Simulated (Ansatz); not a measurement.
Start from C in the diamond structure (space group Fd-3m, No. 227).

```
C
1.0
    0.00000     1.78014     1.78014
    1.78014     0.00000     1.78014
    1.78014     1.78014     0.00000
C
2
Direct
  0.50000   0.50000   0.50000
  0.75000   0.75000   0.75000
```

Computed with r2SCAN in Ansatz (plane waves to 500 eV, PAW, without spin-orbit coupling), earlier PAW set.

One change was made to it. Results:

The band gap becomes zero (base: 4.36 eV); the lattice parameter a grows by 2.515 Å, from 3.560 Å to 6.075 Å.

Which of these changes matches the shifts?
(A) C → S
(B) C → Be
(C) C → Au
(D) C → P

C, C → Au. For comparison, the lattice parameter a in the other runs: C → Be gives 4.930 Å; C → S gives 5.759 Å; C → P gives 5.431 Å.

Stability against distortions was not tested. As relaxed here, Au, Be, S and P are hypothetical phases, not in the database extracts checked.

Ansatz is a program for electronic structure.
